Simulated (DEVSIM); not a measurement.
Device: Ti/Al2O3/p-Ge capacitor, at 300 K.

Layer 1 from the left is Al2O3, thickness (nm) 3.20. Layer 2 from the left is Ge, thickness (nm) 3900, Na (cm⁻³) 4.6e15.

Metal gate on the left, work function 4.33 eV. Fixed charge at the semiconductor interface -6.6e11 cm⁻² (in units of +e); no interface traps.

The device is made up for the run: typed textbook-type constants, with dimensions and the other settings drawn at random. Values at 300 K.

Al2O3: gap (eV) 6.8, affinity (eV) 1.35, permittivity 9. Ge: gap (eV) 0.664, affinity (eV) 4, permittivity 16, Nc (cm⁻³) 1.04e19, Nv (cm⁻³) 6e18.

**Question.** Estimate by hand the flat-band voltage, the threshold voltage, and compare with a numerical solution.

**Answer.** 
- Flat-band voltage: C = 2.49 μF/cm², work-function difference -0.149 V; VFB = φms − qNf/C = -0.11 V; numerical -0.11 V.
- Threshold voltage: φF = 0.139 V, depletion charge √(4εqNφF) = 2.41e-8 C/cm²; VT = VFB + 2φF + Qd/C = 0.18 V; numerical 0.18 V.

Simulated with DEVSIM: 1D Poisson equation in equilibrium, Boltzmann statistics, complete ionisation; no quantum confinement or tunnelling. Metal contacts follow the ideal Schottky-Mott rule: no Fermi-level pinning, no interface dipoles.
